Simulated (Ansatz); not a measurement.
Input:

```
CELL_PARAMETERS angstrom
      0.00000     2.73510     2.73510
      2.73510     0.00000     2.73510
      2.73510     2.73510     0.00000
ATOMIC_POSITIONS crystal
  Si 0.00000 0.00000 0.00000
  Si 0.25000 0.25000 0.25000
```

Computed with PBE with spin-orbit coupling, finite-displacement electron-phonon coupling, linearised Boltzmann equation (plane waves, PAW; Ansatz, a quantum-chemistry and plane-wave program). Condition of this run: spin-orbit coupling switched on. Geometry: relaxed with this functional, without spin-orbit coupling.

Task: Predict the intrinsic electron mobility at 300 K.

Result: 1340 cm²/(V·s).

Scattering by harmonic phonons alone: no impurities, screening or carrier-carrier scattering, bands fixed at 0 K. From a coarser fine mesh the values given move by up to 7 %. The mesh was bound by memory.
